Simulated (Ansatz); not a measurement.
Input and output of a self-consistent single point for Mo (Im-3m, 1 atom in the cell) (Ansatz, a first-principles code).

Method: PBE (plane waves, PAW; Ansatz).

The change in words: lattice scaled by 0.98. Reference geometry:
```
CELL_PARAMETERS angstrom
     -1.56797     1.56797     1.56797
      1.56797    -1.56797     1.56797
      1.56797     1.56797    -1.56797
ATOMIC_POSITIONS crystal
  Mo 0.00000 0.00000 0.00000
```

Reference input (self-consistent single point, DFT, PBE, plane waves, default PAW files): kpoints.mp_grid.grid = 15 15 15; hamiltonian.xc = pbe; hamiltonian.pseudopotentials = {kind: paw} (the program's default PAW files); scf.occupations.method = gaussian; scf.occupations.width = 0.05 eV. This run's input differs from it in these lines:

```diff
@@ -2,5 +2,5 @@
   lattice:
-    - [-1.56797200, 1.56797200, 1.56797200]
-    - [1.56797200, -1.56797200, 1.56797200]
-    - [1.56797200, 1.56797200, -1.56797200]
+    - [-1.53661300, 1.53661300, 1.53661300]
+    - [1.53661300, -1.53661300, 1.53661300]
+    - [1.53661300, 1.53661300, -1.53661300]
   atoms:
```

Output (repeated stretches shortened):

```
SCF iter   1: F=—  HF=-4955.919949 eV  |F-HF|=—  |Δ(HF+E_count)|=         —  Δρ=3.65e-3  dr2=8.18e-4  ethr=1.77e-3  ⟨swp⟩=5.0  Hψ=7747  notcnv=0
all-band conjugate gradients solve this SCF's bands
preconditioner: auto → none
SCF iter   2: F=—  HF=-4955.919871 eV  |F-HF|=—  |Δ(HF+E_count)|=   7.74e-5  Δρ=1.69e-3  dr2=1.32e-4  ethr=5.85e-6  ⟨swp⟩=2.0  Hψ=2620  notcnv=0
SCF iter   3: F=—  HF=-4955.919872 eV  |F-HF|=—  |Δ(HF+E_count)|=   5.26e-7  Δρ=3.09e-4  dr2=8.16e-6  ethr=9.43e-7  ⟨swp⟩=2.0  Hψ=2117  notcnv=0
SCF iter   4: F=—  HF=-4955.919867 eV  |F-HF|=—  |Δ(HF+E_count)|=   4.51e-6  Δρ=4.43e-5  dr2=8.00e-8  ethr=5.83e-8  ⟨swp⟩=2.1  Hψ=1667  notcnv=0
iter 5 did not close the SCF: its close was put off for the readings that it lacked (scf_convergence_deferred on its scf_iter line)
SCF iter   5: F=-4955.919867 eV  HF=-4955.919867 eV  |F-HF|=8.28e-9  |Δ(HF+E_count)|=   4.94e-8  Δρ=1.74e-5  dr2=1.36e-8  ethr=5.71e-10  ⟨swp⟩=2.0  Hψ=2148  notcnv=0
SCF iter   6: F=-4955.919867 eV  HF=-4955.919867 eV  |F-HF|=5.99e-10  |Δ(HF+E_count)|=   4.73e-9  Δρ=5.59e-6  dr2=1.18e-9  ethr=9.75e-11  ⟨swp⟩=1.3  Hψ=4164  notcnv=0
SCF 1 converged in 6 iterations: F = -4955.919867 eV  dr2 = 1.18e-9
Free energy (F): -4955.919867 eV
Internal energy: -4955.918522 eV  (E = F + TS)
E sigma→0 (E₀):  -4955.919194 eV
Entropy (-TS):   -0.001346 eV (-1.346 meV/atom)
Fermi energy:    22.941367 eV
--- Forces (eV/Å), atoms counted from 1 ---
  atom   1  Mo     0.00000000    -0.00000000     0.00000000
--- Stress (GPa, compression-positive) ---
       26.455116       0.000000      -0.000000
        0.000000      26.455116       0.000000
        0.000000       0.000000      26.455116
  P = ⅓ Tr σ = 26.4551 GPa (264.551 kbar)
  The stress holds the Pulay correction. Without it, at fixed plane waves, as pw.x and ABINIT print it: P = 26.3965 GPa
```

The run converged in 6 iterations. Against the reference run the free energy rises by 91.6 meV/atom and the pressure goes from 6.80 to 26.46 GPa.

The starting cell comes from a database of computed structures (which also holds hypothetical and non-ambient phases and stackings), without a prior relaxation at this level. Its lattice was rescaled by a random factor within 2.5 % of one. For this run, on top of that: lattice scaled by 0.98. Spin polarisation is off. With a pressure of about 26 GPa the cell is away from its equilibrium volume at this level. Ansatz's pressure includes its estimate of the finite-basis (Pulay) stress.

Keys are those of Ansatz 0.2.
